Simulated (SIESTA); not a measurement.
SIESTA run on Mg7SiN6 (Ibam, 28 atoms in the cell): self-consistent single point

Level of theory: GGA PBEsol, numerical atomic orbitals TZP, PseudoDojo PBEsol standard norm-conserving potentials (rewritten from UPF to PSML) (SIESTA).

The input file:

```
# files in the folder: Mg.psml Si.psml N.psml (PseudoDojo PBEsol standard)
SystemName  Mg7SiN6
SystemLabel Mg7SiN6

NumberOfAtoms                28
NumberOfSpecies              3
%block ChemicalSpeciesLabel
  1 12 Mg
  2 14 Si
  3 7 N
%endblock ChemicalSpeciesLabel
LatticeConstant              8.025735 Ang
%block LatticeVectors
    -0.335298636    0.627772036    0.702479337
     0.335298636   -0.627772036    0.702479337
     0.335298636    0.627772036   -0.702479337
%endblock LatticeVectors
AtomicCoordinatesFormat      Ang
%block AtomicCoordinatesAndAtomicSpecies
     1.176835992    4.614003679    5.637913000  1
     1.514182008    0.424328321   -0.000000000  1
     1.176835992    5.462660321    0.000000000  1
     1.514182008   -0.424328321    5.637913000  1
     2.125043094    2.731783610    1.352873603  1
     0.565974906    2.306548390    4.285039397  1
     0.565974906    2.306548390    6.990786603  1
     2.125043094    2.731783610   -1.352873603  1
     2.125043094   -2.731783610    4.285039397  1
     0.565974906    7.770115610    1.352873603  1
     3.256992906    2.731783610    4.285039397  1
    -0.565974906    2.306548390    1.352873603  1
    -0.000000000    5.038332000    2.818956500  1
     2.691018000    0.000000000    2.818956500  1
    -0.000000000   -0.000000000    8.456869500  2
     0.000000000    0.000000000    2.818956500  2
     1.648463806    3.978266947    3.698696445  3
     1.042554194    1.060065053    1.939216555  3
    -1.648463806    6.098397053    3.698696445  3
     4.339481806   -1.060065053    1.939216555  3
     1.648463806    6.098397053    1.939216555  3
     1.042554194   -1.060065053    3.698696445  3
     1.042554194   -1.060065053    7.577129555  3
     1.648463806    6.098397053   -1.939216555  3
     0.695143770    3.471813815    0.000000000  3
     1.995874230    1.566518185    5.637913000  3
     3.386161770    1.566518185    0.000000000  3
    -0.695143770    3.471813815    5.637913000  3
%endblock AtomicCoordinatesAndAtomicSpecies

XC.functional                GGA
XC.authors                   PBEsol
PAO.BasisSize                TZP
PAO.EnergyShift              0.01 Ry
MeshCutoff                   350 Ry
%block kgrid.MonkhorstPack
    4   0   0  0.0
    0   4   0  0.0
    0   0   4  0.0
%endblock kgrid.MonkhorstPack
OccupationFunction           MP
OccupationMPOrder            0
ElectronicTemperature        10.0 meV

MaxSCFIterations             150
SCF.Mixer.Method             Broyden
SCF.Mixer.Weight             0.1
SCF.Mixer.History            8
SCF.DM.Tolerance             1.0E-04
Diag.ParallelOverK           true
WriteForces                  true
```

Output (repeated stretches shortened):

```
reinit: Reading from file input.fdf

reinit: System Name: Mg7SiN6
reinit: System Label: Mg7SiN6

coor:   Atomic-coordinates input format  =     Cartesian coordinates
coor:                                          (in Angstroms)

siesta: Atomic coordinates (Bohr) and species
siesta:      2.22390   8.71920  10.65411  1        1
siesta:      2.86139   0.80186  -0.00000  1        2
siesta:      2.22390  10.32293   0.00000  1        3
siesta:      2.86139  -0.80186  10.65411  1        4
siesta:      4.01575   5.16232   2.55656  1        5
siesta:      1.06954   4.35874   8.09755  1        6
   [... 17 lines left out ...]
siesta:      3.11515  11.52430  -3.66459  3       24
siesta:      1.31363   6.56078   0.00000  3       25
siesta:      3.77166   2.96029  10.65411  3       26
siesta:      6.39892   2.96029   0.00000  3       27
siesta:     -1.31363   6.56078  10.65411  3       28

siesta: System type = bulk

initatomlists: Number of atoms, orbitals, and projectors:     28   378   244

siesta: ******************** Simulation parameters ****************************
redata: Spin configuration                          = none
redata: Time-Reversal Symmetry                      = T
redata: Number of Atomic Species                    =        3
redata: Mesh Cutoff                                 =   350.0000 Ry
redata: Net charge of the system                    =     0.0000 |e|
redata: Min. number of SCF Iter                     =        0
redata: Max. number of SCF Iter                     =      150
redata: SCF convergence failure will abort job
redata: SCF mix quantity                            = Hamiltonian
redata: Mix DM or H after convergence               =   F
redata: Recompute H after scf cycle                 =   F
redata: Mix DM in first SCF step                    =   T
redata: No kicks to SCF
redata: DM Mixing Weight for Kicks                  =     0.5000
   [... lines left out ...]
diag: Used triangular part                          = Lower
diag: Absolute tolerance                            =  0.100E-15
diag: Orthogonalization factor                      =  0.100E-05
diag: Memory factor                                 =  1.0000

superc: Internal auxiliary supercell:     3 x     5 x     5  =      75
superc: Number of atoms, orbitals, and projectors:   2100  28350  18300

                        Single-point calculation

superc: Internal auxiliary supercell:     3 x     5 x     5  =      75
superc: Number of atoms, orbitals, and projectors:   2100  28350  18300

outcell: Unit cell vectors (Ang):
       -2.691018    5.038332    5.637913
        2.691018   -5.038332    5.637913
        2.691018    5.038332   -5.637913

outcell: Cell vector modules (Ang)   :    8.025735    8.025735    8.025735
outcell: Cell angles (23,13,12) (deg):    140.8186    102.2281     90.7475
outcell: Cell volume (Ang**3)        :    305.7608
new_DM -- step:     1
Initializing Density Matrix...

Attempting to read DM from file... Failed...
DM filled with atomic data:

InitMesh: MESH = 120 x 90 x 80 = 864000
InitMesh: Mesh cutoff (required, used) =   350.000   359.813 Ry

stepf: Methfessel-Paxton step function
       Using Hermite-Gauss polynomials of order  0
        iscf     Eharris(eV)        E_KS(eV)     FreeEng(eV)     dDmax    Ef(eV) dHmax(eV)
   scf:    1   -26013.644312   -26172.707442   -26172.707442  1.612917 -7.972518 10.646580
   scf:    2   -26202.931178   -26188.655030   -26188.655030  0.114073 -5.151224  7.431305
   scf:    3   -26211.264528   -26206.185499   -26206.185499  0.337551 -4.692797  1.756763
   scf:    4   -26205.712581   -26206.203493   -26206.203493  0.055554 -5.081692  1.434259
   scf:    5   -26206.513096   -26206.379519   -26206.379519  0.018205 -5.108251  1.146711
   scf:    6   -26206.459332   -26206.470901   -26206.470901  0.049068 -4.110249  0.360543
   scf:    7   -26206.489853   -26206.483545   -26206.483545  0.003963 -4.116308  0.085489
   scf:    8   -26206.486011   -26206.485173   -26206.485173  0.003468 -4.123056  0.030258
   scf:    9   -26206.485254   -26206.485285   -26206.485285  0.000617 -4.120336  0.010858
   scf:   10   -26206.485333   -26206.485319   -26206.485319  0.000582 -4.121896  0.001511
   scf:   11   -26206.485320   -26206.485320   -26206.485320  0.000046 -4.121888  0.000848
SCF Convergence by DM+H criterion
max |DM_out - DM_in|         :     0.0000463363
max |H_out - H_in|      (eV) :     0.0008476547
SCF cycle converged after 11 iterations

Using DM_out to compute the final energy and forces

siesta: E_KS(eV) =           -26206.4853

siesta: E_KS - E_eggbox =    -26206.4853

siesta: Atomic forces (eV/Ang):
     1    0.357034    0.038483    0.007646
     2   -0.357034   -0.038483   -0.007646
     3    0.367120   -0.059282    0.013174
   [... 25 lines left out ...]
   Tot    0.000000   -0.000000    0.000001
   Max    0.518632
   Res    0.275437    sqrt( Sum f_i^2 / 3N )
   Max    0.518632    constrained

Stress tensor Voigt[x,y,z,yz,xz,xy] (kbar):      -99.63      -86.37      -66.91        0.97        0.22       -0.09
(Free)E + p*V (eV/cell)   -26190.3967
Target enthalpy (eV/cell)   -26206.4853

siesta: Program's energy decomposition (eV):
siesta: Ebs     =     -7265.402496
siesta: Eions   =     33375.926274
siesta: Ena     =      2976.324354
siesta: Ekin    =     15324.495696
siesta: Enl     =     -7168.936438
siesta: Eso     =         0.000000
siesta: Edftu   =         0.000000
siesta: DEna    =        97.035037
siesta: DUscf   =        14.501177
siesta: DUext   =         0.000000
siesta: Ex      =     -3798.405189
siesta: Ec      =      -275.573683
siesta: Exc     =     -4073.978872
siesta: Eharris =    -26206.485320
siesta: Etot    =    -26206.485320
siesta: FreeEng =    -26206.485320

siesta: Atomic forces (eV/Ang):
siesta:      1    0.357034    0.038483    0.007646
siesta:      2   -0.357034   -0.038483   -0.007646
siesta:      3    0.367120   -0.059282    0.013174
siesta:      4   -0.367120    0.059282   -0.013174
siesta:      5    0.042009    0.223584    0.334029
siesta:      6   -0.042009   -0.223584   -0.334030
   [... 18 lines left out ...]
siesta:     25   -0.202666   -0.144516   -0.000753
siesta:     26    0.202666    0.144516    0.000753
siesta:     27   -0.203107    0.145788   -0.000483
siesta:     28    0.203107   -0.145788    0.000484
siesta: ----------------------------------------
siesta:    Tot    0.000000   -0.000000    0.000001

siesta: Stress tensor (static) (eV/Ang**3):
siesta:    -0.062185   -0.000057    0.000138
siesta:    -0.000057   -0.053908    0.000607
siesta:     0.000138    0.000607   -0.041762

siesta: Cell volume =        305.760758 Ang**3

siesta: Pressure (static):
siesta:                Solid            Molecule  Units
siesta:           0.00057309          0.00049971  Ry/Bohr**3
siesta:           0.05261828          0.04588100  eV/Ang**3
siesta:          84.30377954         73.50946853  kBar
```

The run converged in 11 iterations.

The starting cell comes from a database of computed structures (which also holds hypothetical and non-ambient phases and stackings), without a prior relaxation at this level. Its lattice was rescaled by a random factor within 2.5 % of one. Values carry the incompleteness of an atom-centred basis. With a pressure of about 8 GPa the cell is away from its equilibrium volume at this level.

Cost on one core of a shared machine: roughly 7 min.
